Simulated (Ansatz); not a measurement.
# Several settings converged on LaP (I4mm, 2 atoms in the cell)

```xyz
2
Lattice="0.0000 3.0242 3.0242 3.0242 0.0000 3.0242 3.0242 3.0242 0.0000" Properties=species:S:1:pos:R:3 pbc="T T T"
La     0.0000     0.0000     0.0500
P      3.0242     3.0242     3.0242
```

Base method: LDA (PW92), default PAW files made with PBE (plane waves; Ansatz, a quantum-chemistry and plane-wave program).

Base settings: basis.ecutwfc = 420 eV; kpoints.mp_grid.grid = 9 9 9; hamiltonian.xc = lda; hamiltonian.pseudopotentials = {kind: paw} (the program's default PAW files); scf.occupations.method = fermi_dirac; scf.occupations.width = 0.1 eV.

The count of work is k-points × plane waves × bands × iterations; it is no time. 

**The cutoff for other potential files**

Level: DFT, LDA (PW92), plane waves, harder PAW files (source: ansatz) made with PBE.

In this ladder: hamiltonian.pseudopotentials = {kind: paw, source: ansatz}.

The second cell is the first with its lattice scaled by 0.98.

The mesh stays at the base's, so the ladder's end is converged at best in this setting alone.

The first pressure column holds Ansatz's estimate of the finite-basis (Pulay) stress, which hides part of the cutoff error; the other is without it.

Only quantities that move along the ladder and can be compared are tabulated.

```tsv
basis.ecutwfc	free energy less the last step's (meV/atom)	energy of the compressed cell less the first (meV/atom)	pressure (GPa)	pressure without the Pulay estimate (GPa)	largest difference of a force vector from the last step's (eV/Å)	count of work / last
270 eV	143.84	-22.01	-4.24	-8.46	0.010	0.10
330 eV	27.02	-19.45	-4.03	-5.03	0.002	0.15
420 eV	2.04	-18.48	-3.95	-4.04	0.000	0.21
510 eV	0.33	-18.40	-3.95	-3.96	0.000	0.28
600 eV	0.13	-18.40	-3.95	-3.95	0.000	0.36
720 eV	0.10	-18.40	-3.95	-3.95	0.000	0.47
900 eV	0.06	-18.40	-3.95	-3.95	0.000	0.66
1200 eV	0.00	-18.40	-3.95	-3.95	0.000	1.0
```

Coarsest basis.ecutwfc that holds the pressure without the Pulay estimate within 0.1 GPa of the last step, with all finer ones: 420 eV, at 0.21 of the last step's count of work; the step before is off by 1.1 GPa.

Coarsest basis.ecutwfc that holds the pressure within 0.1 GPa of the last step, with all finer ones: 330 eV, at 0.15 of the last step's count of work; the step before is off by 0.29 GPa.

Coarsest basis.ecutwfc that holds the forces within 0.005 eV/Å of the last step, with all finer ones: 330 eV, at 0.15 of the last step's count of work; the step before is off by 0.010 eV/Å.

The energy difference between the two cells stays within 1 meV/atom of the last step's from 420 eV on, the total only from 510 eV on: much of the error is common to both cells and cancels.

At the lowest cutoff the pressure without the Pulay estimate lies 4.5 GPa under the last step's, the usual sign of Pulay stress in an incomplete plane-wave basis.

**The relaxed cell against the cutoff**

On LaP (Fm-3m, 2 atoms in the cell): atoms on their sites.

In this ladder: relax = cell and atoms.

The mesh stays at the base's, so the ladder's end is converged at best in this setting alone.

Only quantities that move along the ladder and can be compared are tabulated.

```csv
basis.ecutwfc,relaxed volume (Å³/atom),relaxation steps
210 eV,26.391,10
250 eV,26.217,10
295 eV,26.159,9
355 eV,26.178,7
420 eV,26.168,5
505 eV,26.165,5
630 eV,26.165,5
840 eV,26.164,5
```

Coarsest basis.ecutwfc that holds the relaxed volume within 0.026 Å³/atom of the last step, with all finer ones: 295 eV; the step before is off by 0.053 Å³/atom.

At the lowest cutoff the cell relaxes to a volume 0.9 % larger than at the highest. Ansatz relaxes on a stress corrected for the finite basis.

On the base run: the starting cell comes from a database of computed structures (which also holds hypothetical and non-ambient phases and stackings), without a prior relaxation at this level. Its lattice was rescaled by up to half a per cent. One atom was moved a little off its site on purpose.

Keys are those of Ansatz 0.2.
